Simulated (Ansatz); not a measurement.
Consider InP in the zinc blende structure (space group F-43m, No. 216; a = 5.9070 Å). Axes: x, y, z lie along the cube axes.

Level of theory: r2SCAN in Ansatz (plane waves to 500 eV, PAW, without spin-orbit coupling).

Modification: biaxial strain −2.50 %, plane normal [001], relaxed out of plane (Cartesian); in-plane vectors clamped, the third vector and the atoms free.

Problem. Predict the new out-of-plane strain and energy relative to the base.

Solution. The out-of-plane strain is +2.67 %; the energy increases by 9.9 meV/atom.

No phonon test of stability was made.

Ansatz is a program for electronic structure.
